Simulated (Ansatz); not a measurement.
Base system: CaO in the rock salt structure (space group Fm-3m, No. 225).

CaO has the cubic space group Fm-3m (No. 225), the rock salt structure, Pearson symbol cF8. Lattice parameters: a = b = c = 4.8308 Å, α = β = γ = 90.00°. Ca on 4a has 6 O at 2.415 Å (octahedral). O on 4b has 6 Ca at 2.415 Å (octahedral). (Neighbours: up to the widest gap in distance over summed covalent radii, below 1.35, at either atom; cation-cation and far metal-metal contacts left out.)
(The calculation used a cell of 2 atoms; values per cell refer to that cell.)

Method: Ansatz (a first-principles code), PBE, PAW, cutoff 420 eV, no spin-orbit coupling.

For the base:

```
Quantity                                Value
----------------------------  ---------------
Gap between the host's bands          3.66 eV
Gap character                 indirect, Γ → X
```

Now apply this change: 0.0141 holes added to each cell, a density of 5.0×10^20 cm⁻³, with a uniform compensating background at fixed cell and a 300 K Fermi–Dirac width.

**Question.** What does the calculation give for the gap between the host's bands after the change?

**Answer.** The gap between the host's bands increases by 0.03 eV (3.66 eV → 3.69 eV).

**Question.** Estimate the effect on the Fermi level from band edge.

**Answer.** The Fermi level relative to the doped band's edge (positive inside the band; to 0.05 eV) comes out as +0.05 eV.

**Question.** Predict the new gap character.

**Answer.** The gap character remains indirect, Γ → X.

Carriers are added with a uniform compensating background; total energy and stress of such cells depend on the potential's zero and are not compared; many-body gap narrowing is missing at this level. Stability against distortions was not tested.
